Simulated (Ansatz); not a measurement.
Consider ZrSnO$_{3}$ in the cubic perovskite structure (space group Pm-3m, No. 221; a hypothetical phase, not in the database extracts checked).

```xyz
5
Lattice="4.1287 0.0000 0.0000 0.0000 4.1287 0.0000 0.0000 0.0000 4.1287" Properties=species:S:1:pos:R:3 pbc="T T T"
Sn     0.0000     0.0000     0.0000
Zr     2.0644     2.0644     2.0644
O      0.0000     2.0644     2.0644
O      2.0644     2.0644     0.0000
O      2.0644     0.0000     2.0644
```

Levels (all Ansatz, a quantum-chemistry and plane-wave program, PAW): PBEsol (420 eV, no spin-orbit coupling); r2SCAN (500 eV, no spin-orbit coupling); HSE06 (420 eV, no spin-orbit coupling).

At the geometry relaxed with PBEsol, these levels gave the following band gaps, in shuffled order: (a) 2.66 eV, (b) 2.11 eV, (c) 1.69 eV.

### Question
Match each gap to its level.

### Answer
(a) HSE06; (b) r2SCAN; (c) PBEsol.

Single points use the geometry relaxed with PBEsol. The hybrid gap comes from the SCF mesh plus the semilocal run's edge points and a few special points and is an upper bound. Whether these cells are dynamically stable was not tested. Many cubic perovskites are stable only at high temperature; tilts and polar distortions were not tested.
